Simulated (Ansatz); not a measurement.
## Converging the k-point mesh at a smearing width of 0.3 eV: As (R-3m, 2 atoms in the cell)

```
CELL_PARAMETERS angstrom
      3.69877    -1.88940     0.00000
      3.69877     1.88940     0.00000
      2.73362     0.00000     3.12698
ATOMIC_POSITIONS crystal
  As 0.23172 0.23172 0.23172
  As 0.77300 0.77300 0.77300
```

Computed with PBE (plane waves, PAW; Ansatz, a first-principles code).

Base settings: basis.ecutwfc = 420 eV; kpoints.mp_grid.grid = 11 11 11; hamiltonian.xc = pbe; hamiltonian.pseudopotentials = {kind: paw} (the program's default PAW files); scf.occupations.method = fermi_dirac; scf.occupations.width = 0.1 eV.

In this ladder: scf.occupations.width = 0.3 eV.

Only quantities that move along the ladder and can be compared are tabulated.

The count of work is k-points × plane waves × bands × iterations; it is no time. 

The starting cell has typed, rounded lattice constants, without a prior relaxation at this level. Its lattice was rescaled by up to half a per cent. One atom was moved a little off its site on purpose. Ansatz's pressure includes its estimate of the finite-basis (Pulay) stress.

| kpoints.mp_grid.grid | free energy less the last step's (meV/atom) | pressure (GPa) | largest difference of a force vector from the last step's (eV/Å) | count of work / last |
|---|---|---|---|---|
| 4 4 4 | -29.29 | 0.74 | 0.281 | 0.010 |
| 5 5 5 | -21.39 | 0.66 | 0.136 | 0.015 |
| 7 7 7 | -6.57 | 0.81 | 0.024 | 0.030 |
| 8 8 8 | -3.14 | 0.85 | 0.010 | 0.044 |
| 10 10 10 | -0.76 | 0.89 | 0.003 | 0.092 |
| 12 12 12 | -0.12 | 0.90 | 0.003 | 0.15 |
| 14 14 14 | 0.00 | 0.90 | 0.001 | 0.23 |
| 17 17 17 | 0.01 | 0.90 | 0.000 | 0.33 |
| 20 20 20 | 0.00 | 0.90 | 0.000 | 0.53 |
| 25 25 25 | 0.00 | 0.90 | 0.000 | 1.0 |

Coarsest kpoints.mp_grid.grid that holds the forces within 0.02 eV/Å of the last step, with all finer ones: 8 8 8, at 0.044 of the last step's count of work; the step before is off by 0.024 eV/Å.

Coarsest kpoints.mp_grid.grid that holds the pressure within 0.05 GPa of the last step, with all finer ones: 10 10 10, at 0.092 of the last step's count of work; the step before is off by 0.06 GPa.

Coarsest kpoints.mp_grid.grid that holds the free energy within 2 meV/atom of the last step, with all finer ones: 10 10 10, at 0.092 of the last step's count of work; the step before is off by 3.1 meV/atom.

Keys are those of Ansatz 0.2.
